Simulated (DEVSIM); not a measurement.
Structure: abrupt Si p-n junction, at 300 K.

Layer 1 from the left is Si, thickness (μm) 4.80, Na (cm⁻³) 5.5e17, τn (s) 1.9e-5, τp (s) 1.9e-5. Layer 2 from the left is Si, thickness (μm) 0.820, Nd (cm⁻³) 7.7e17, τn (s) 1.9e-5, τp (s) 1.9e-5.

Left contact: ohmic. Right contact: ohmic. Voltage is applied to the left contact. Recombination: SRH at mid-gap. Mobility is constant in doping.

This is a model device: material constants are rounded textbook-type values typed into the input, and sizes, dopings and lifetimes were drawn at random. Values at 300 K.

Si: gap (eV) 1.124, affinity (eV) 4.05, permittivity 11.7, Nc (cm⁻³) 2.86e19, Nv (cm⁻³) 3.1e19, μn (cm²/Vs) 1417, μp (cm²/Vs) 470.

DEVSIM, 1D drift-diffusion, Boltzmann statistics, complete ionisation; no tunnelling, impact ionisation, image-force lowering or self-heating.

Dark forward current:

```csv
|V| (V),|J| (A/cm²)
0.15,2.339e-9
0.20,1.512e-8
0.25,1.015e-7
0.30,6.930e-7
0.35,4.767e-6
0.40,3.288e-5
0.45,0.0002271
0.50,0.001569
0.55,0.01084
0.60,0.07493
0.65,0.5177
0.70,3.574
0.75,24.57
0.80,164.3
0.85,954.8
0.90,3879
```

Q: Work out the local ideality factor n = ΔV / (kT/q · ln(J2/J1)) between the rows 0.15 and 0.20 V, 0.55 and 0.60 V, 0.85 and 0.90 V.

A: kT/q = 25.85 mV. From 0.15 to 0.20 V: ln(1.512e-8/2.339e-9) = 1.866, n = 1.04, near the 1 of diffusion or emission over a barrier. From 0.55 to 0.60 V: ln(0.07493/0.01084) = 1.933, n = 1.00, near the 1 of diffusion or emission over a barrier. From 0.85 to 0.90 V: ln(3879/954.8) = 1.402, n = 1.38; the layers' resistance at their doping, Σ W/(qμN) = 1.2e-5 Ω cm², would take 35 mV of this step of 50 mV.

Q: Estimate the current at 0.45 V from the Shockley equation with J0 = Σ q ni² D/(N L) coth(W/L), τ joining the SRH, radiative and Auger lifetimes that are on, and W taken as the whole layer.

A: ni² = 1.16e20 cm⁻⁶; electrons in the p layer: μ = 1420 cm²/Vs, D = 36.6 cm²/s, τ = 1.90e-5 s, L = 264 μm, W/L = 0.018, term 2.58e-12 A/cm²; holes in the n layer: μ = 470 cm²/Vs, D = 12.1 cm²/s, τ = 1.90e-5 s, L = 152 μm, W/L = 0.0054, term 3.57e-12 A/cm². J0 = 6.15e-12 A/cm², and J = J0 exp(qV/kT) = 0.000223 A/cm². The simulation gives 0.000227 A/cm²; the estimate lies 1.7 % below. The estimate leaves out recombination in the depletion region and that region's share of W.
